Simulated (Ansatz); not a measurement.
Worked example: self-consistent single point of Cd₃Ag (I4/mmm, 4 atoms in the cell) in Ansatz (an electronic-structure program).

Level of theory: PBE (plane waves, PAW; Ansatz).

```
CELL_PARAMETERS angstrom
     -2.08265     2.08265     4.63899
      2.08265    -2.08265     4.63899
      2.08265     2.08265    -4.63899
ATOMIC_POSITIONS crystal
  Cd 0.50000 0.50000 0.00000
  Cd 0.75000 0.25000 0.50000
  Cd 0.25000 0.75000 0.50000
  Ag 0.00000 0.00000 0.00000
```

Reference input (self-consistent single point, DFT, PBE, plane waves, default PAW files): basis.ecutwfc = 30.9 Ry; kpoints.mp_grid.grid = 9 9 9; hamiltonian.xc = pbe; hamiltonian.pseudopotentials = {kind: paw} (the program's default PAW files); scf.occupations.method = gaussian; scf.occupations.width = 0.01 Ry. This run's input differs from it in these lines:

Ansatz 0.2 input:
```diff
@@ -13,3 +13,3 @@
 kpoints:
-  mp_grid: { grid: [9, 9, 9] }
+  mp_grid: { grid: [8, 8, 8] }
 hamiltonian:
```

The program printed (abridged):

```
SCF iter   1: F=—  HF=-32353.905467 eV  |F-HF|=—  |Δ(HF+E_count)|=         —  Δρ=1.00e-3  dr2=1.12e-3  ethr=1.77e-3  ⟨swp⟩=7.4  Hψ=9993  notcnv=0  defer=6
all-band conjugate gradients solve this SCF's bands
preconditioner: auto → Kerker (q_TF=auto, 2.720 Å⁻¹)
SCF iter   2: F=—  HF=-32353.906429 eV  |F-HF|=—  |Δ(HF+E_count)|=   9.62e-4  Δρ=5.83e-4  dr2=4.70e-4  ethr=1.42e-6  ⟨swp⟩=2.1  Hψ=4604  notcnv=0  defer=6
SCF iter   3: F=—  HF=-32353.906370 eV  |F-HF|=—  |Δ(HF+E_count)|=   5.95e-5  Δρ=1.85e-4  dr2=6.41e-5  ethr=5.95e-7  ⟨swp⟩=2.0  Hψ=2903  notcnv=0  defer=6
SCF iter   4: F=—  HF=-32353.906380 eV  |F-HF|=—  |Δ(HF+E_count)|=   1.03e-5  Δρ=6.39e-5  dr2=4.17e-6  ethr=8.11e-8  ⟨swp⟩=2.0  Hψ=3087  notcnv=0  defer=6
SCF iter   5: F=—  HF=-32353.906380 eV  |F-HF|=—  |Δ(HF+E_count)|=   4.61e-7  Δρ=2.94e-5  dr2=9.15e-7  ethr=5.28e-9  ⟨swp⟩=2.0  Hψ=4235  notcnv=0  defer=6
SCF iter   6: F=-32353.906379 eV  HF=-32353.906379 eV  |F-HF|=2.86e-8  |Δ(HF+E_count)|=   1.21e-7  Δρ=9.47e-6  dr2=8.64e-8  ethr=1.27e-10  ⟨swp⟩=6.6  Hψ=12080  notcnv=0
SCF 1 converged in 6 iterations: F = -32353.906379 eV  dr2 = 8.64e-8
Free energy (F): -32353.906379 eV
Internal energy: -32353.891901 eV  (E = F + TS)
E sigma→0 (E₀):  -32353.899140 eV
Entropy (-TS):   -0.014479 eV (-3.620 meV/atom)
Fermi energy:    15.696681 eV
--- Forces (eV/Å), atoms counted from 1 ---
  atom   1  Cd    -0.00000000     0.00000000    -0.00000000
   [... zero for the other atoms too ...]
--- Stress (GPa, compression-positive) ---
        3.556822       0.000000       0.000000
        0.000000       3.556822       0.000000
        0.000000      -0.000000      -0.333885
  P = ⅓ Tr σ = 2.2599 GPa (22.599 kbar)
  The stress holds the Pulay correction. Without it, at fixed plane waves, as pw.x and ABINIT print it: P = 2.1931 GPa
```

The run converged in 6 iterations. Against the reference run the free energy rises by 1.7 meV/atom and the pressure hardly changes (2.30 to 2.26 GPa).

The starting cell was generated: these elements placed on a structure prototype, without a prior relaxation; it need not be a known phase or ordering of this composition. Ansatz's pressure includes its estimate of the finite-basis (Pulay) stress.
